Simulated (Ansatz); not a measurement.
We consider cubic perovskite CsSnI3 (cubic high-temperature phase), described by PBE0 (plane waves, PAW; Ansatz, an electronic-structure program).

Settings: plane-wave cutoff 520 eV, 4×4×4 k mesh, scalar-relativistic PAW data made under PBE.

Computed at the level's own relaxed cell.

Hill averages of the elastic tensor: K = 16.7 GPa, G = 8.0 GPa. Volume 49.061 Å³/atom, mean atomic mass 126.466 u.

Task: Work out the density, the sound velocities of a polycrystal and the elastic Debye temperature at this level.

Result: ρ = 1.66054 × 126.466/49.061 = 4.280 g/cm³. v_l = √[(K + 4G/3)/ρ] = 2.529 km/s and v_t = √(G/ρ) = 1.367 km/s. The mean follows from 3/v_m³ = 1/v_l³ + 2/v_t³: v_m = 1.526 km/s. Θ_D = (ħ/k_B) v_m (6π²/V)^(1/3) = 76.38 K Å s/km × 1.526 × 1.0647 Å⁻¹ = 124 K, counting all atoms of the cell.

Note: the relaxation could not lower the start's symmetry, so the cell can be a saddle point above a distorted one.
